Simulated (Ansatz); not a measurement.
Ansatz (an electronic-structure program) run on KHF₂ (P1, 8 atoms in the cell): self-consistent single point.

Method: LDA (PW92), default PAW files made with PBE (plane waves; Ansatz).

The change in words: atoms moved at random. Reference geometry:
```xyz
8
Lattice="-2.7995 2.7995 3.3528 2.7995 -2.7995 3.3528 2.7995 2.7995 -3.3528" Properties=species:S:1:pos:R:3 pbc="T T T"
K      0.0000     0.0000     5.0293
K      0.0000     0.0000     1.6764
H      0.0000     2.7995     0.0000
H      2.7995     0.0000     0.0000
F      1.9929    -0.8066     3.3528
F      0.8066     3.6060     0.0000
F      0.8066     1.9929     3.3528
F      1.9929     0.8066     0.0000
```

Reference input (self-consistent single point, DFT, LDA (PW92), plane waves, default PAW files made with PBE): kpoints.mp_grid.grid = 7 7 7; hamiltonian.xc = lda; hamiltonian.pseudopotentials = {kind: paw} (the program's default PAW files); scf.occupations.method = fermi_dirac; scf.occupations.width = 0.05 eV. This run's input differs from it in these lines:

Ansatz 0.2 input:
```diff
@@ -7,10 +7,10 @@
   atoms:
-    - { symbol: K, position_ang: [0.00000000, 0.00000000, 5.02925250] }
-    - { symbol: K, position_ang: [0.00000000, 0.00000000, 1.67641750] }
-    - { symbol: H, position_ang: [0.00000000, 2.79945500, 0.00000000] }
-    - { symbol: H, position_ang: [2.79945500, 0.00000000, 0.00000000] }
-    - { symbol: F, position_ang: [1.99287603, -0.80657897, 3.35283500] }
-    - { symbol: F, position_ang: [0.80657897, 3.60603397, -0.00000000] }
-    - { symbol: F, position_ang: [0.80657897, 1.99287603, 3.35283500] }
-    - { symbol: F, position_ang: [1.99287603, 0.80657897, -0.00000000] }
+    - { symbol: K, position_ang: [0.02429647, 0.08006721, 4.98713083] }
+    - { symbol: K, position_ang: [0.00471148, -0.02798615, 1.68026991] }
+    - { symbol: H, position_ang: [0.00630717, 2.75959356, 0.05391023] }
+    - { symbol: H, position_ang: [2.73803216, 0.00540575, 0.01018256] }
+    - { symbol: F, position_ang: [1.99603381, -0.77224646, 3.32894270] }
+    - { symbol: F, position_ang: [0.77572898, 3.60695779, 0.03201287] }
+    - { symbol: F, position_ang: [0.85880561, 1.94555964, 3.32095624] }
+    - { symbol: F, position_ang: [1.99444372, 0.80101926, -0.00206535] }
 kpoints:
```

Output (repeated stretches shortened):

```
SCF iter   1: F=—  HF=-6206.264900 eV  |F-HF|=—  |Δ(HF+E_count)|=         —  Δρ=1.44e-2  dr2=1.52e-1  ethr=1.77e-3  ⟨swp⟩=7.0  Hψ=27513  notcnv=0  defer=85
all-band conjugate gradients solve this SCF's bands
preconditioner: auto → Resta (q_TF=auto, 2.394 Å⁻¹)
SCF iter   2: F=—  HF=-6206.220546 eV  |F-HF|=—  |Δ(HF+E_count)|=   4.44e-2  Δρ=4.54e-3  dr2=8.40e-3  ethr=3.16e-4  ⟨swp⟩=2.0  Hψ=9908  notcnv=0  defer=412
   [... lines left out ...]
SCF iter   5: F=—  HF=-6206.217349 eV  |F-HF|=—  |Δ(HF+E_count)|=   5.98e-5  Δρ=1.62e-4  dr2=1.92e-5  ethr=5.35e-7  ⟨swp⟩=2.1  Hψ=8281  notcnv=0  defer=412
SCF iter   6: F=—  HF=-6206.217352 eV  |F-HF|=—  |Δ(HF+E_count)|=   2.63e-6  Δρ=2.80e-5  dr2=1.06e-6  ethr=3.99e-8  ⟨swp⟩=2.2  Hψ=7455  notcnv=0  defer=412
SCF iter   7: F=—  HF=-6206.217352 eV  |F-HF|=—  |Δ(HF+E_count)|=   2.17e-7  Δρ=1.37e-5  dr2=1.45e-7  ethr=2.08e-10  ⟨swp⟩=10.2  Hψ=27867  notcnv=0
SCF iter   8: F=-6206.217352 eV  HF=-6206.217352 eV  |F-HF|=2.88e-8  |Δ(HF+E_count)|=   5.35e-8  Δρ=7.64e-6  dr2=3.87e-8  ethr=2.08e-10  ⟨swp⟩=5.0  Hψ=18547  notcnv=0
SCF 1 converged in 8 iterations: F = -6206.217352 eV  dr2 = 3.87e-8
Free energy (F): -6206.217352 eV
Internal energy: -6206.217352 eV  (E = F + TS)
E sigma→0 (E₀):  -6206.217352 eV
Fermi energy:    3.412861 eV
--- Forces (eV/Å), atoms counted from 1 ---
  atom   1  K     -0.08136262    -0.13190501     0.10347478
  atom   2  K     -0.05013364     0.07614169    -0.05499072
  atom   3  H      0.05166955     0.47559144    -0.22306406
  atom   4  H      0.54696383    -0.25492971    -0.14256073
  atom   5  F     -0.54911840    -0.84032866     0.10222204
  atom   6  F      0.63236525     0.32942492     0.08767312
  atom   7  F     -0.62256106     0.52734301     0.07117712
  atom   8  F      0.07221499    -0.18127307     0.05607644
--- Stress (GPa, compression-positive) ---
       -2.083531       2.044448       0.093851
        2.044448      -2.040509       0.047979
        0.093851       0.047979      -2.371774
  P = ⅓ Tr σ = -2.1653 GPa (-21.653 kbar)
  The stress holds the Pulay correction. Without it, at fixed plane waves, as pw.x and ABINIT print it: P = -2.8381 GPa
```

The run converged in 8 iterations. Against the reference run the free energy rises by 12.9 meV/atom, the pressure goes from -2.34 to -2.17 GPa, the largest force goes from 0.113 to 1.009 eV/Å and the gap on the mesh goes from 6.895 to 6.701 eV.

The starting cell comes from a database of computed structures (which also holds hypothetical and non-ambient phases and stackings), without a prior relaxation at this level. For this run, on top of that: atoms moved at random. Forces in this geometry exceed 1 eV/Å. Ansatz's pressure includes its estimate of the finite-basis (Pulay) stress. Without the estimate this run gives -2.84 GPa.

Cost on one core of a shared machine: roughly 40 s.
